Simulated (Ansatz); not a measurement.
Band structure of CdS (F-43m, 2 atoms in the cell).

```xyz
2
Lattice="0.0000 3.0018 3.0018 3.0018 0.0000 3.0018 3.0018 3.0018 0.0000" Properties=species:S:1:pos:R:3 pbc="T T T"
Cd     0.0000     0.0000     0.0000
S      1.5009     1.5009     1.5009
```

Computed with PBE with spin-orbit coupling, PAW files (plane waves; Ansatz, an electronic-structure program).

Settings: basis.ecutwfc = 420 eV; kpoints.mp_grid.grid = 5 5 5; hamiltonian.xc = pbe; hamiltonian.pseudopotentials = {kind: paw_fr}; magnetization.noncollinear = true; magnetization.spin_orbit = true; scf.occupations.method = gaussian; scf.occupations.width = 0.05 eV; kpoints.band_path.npoints = 10.

The starting cell comes from a database of computed structures (which also holds hypothetical and non-ambient phases and stackings), without a prior relaxation at this level. Its lattice was rescaled by a random factor within 2.5 % of one.

Question: Predict the gap along the standard path and the places of the band edges.

Answer: The gap along the path is 0.93 eV, direct at Γ to within 0.01 eV.

Levels in eV from the top of the valence band on the path, bands 23 to 30:
```json
[
 {"point": "Γ", "23": "0.00", "24": "0.00", "25": "0.00", "26": "0.00", "27": "0.93", "28": "0.93", "29": "6.23", "30": "6.23"},
 {"point": "X", "23": "-1.62", "24": "-1.62", "25": "-1.61", "26": "-1.61", "27": "3.66", "28": "3.66", "29": "4.19", "30": "4.19"},
 {"point": "W", "23": "-1.97", "24": "-1.92", "25": "-1.90", "26": "-1.89", "27": "5.01", "28": "5.04", "29": "5.40", "30": "5.43"},
 {"point": "K", "23": "-2.21", "24": "-2.17", "25": "-1.32", "26": "-1.31", "27": "4.18", "28": "4.19", "29": "5.22", "30": "5.23"},
 {"point": "L", "23": "-0.68", "24": "-0.68", "25": "-0.63", "26": "-0.63", "27": "2.85", "28": "2.85", "29": "6.85", "30": "6.85"},
 {"point": "U", "23": "-2.21", "24": "-2.17", "25": "-1.32", "26": "-1.31", "27": "4.18", "28": "4.19", "29": "5.22", "30": "5.23"}
]
```

The net moment of the cell came out as 0.00 μB.

Keys are those of Ansatz 0.2.
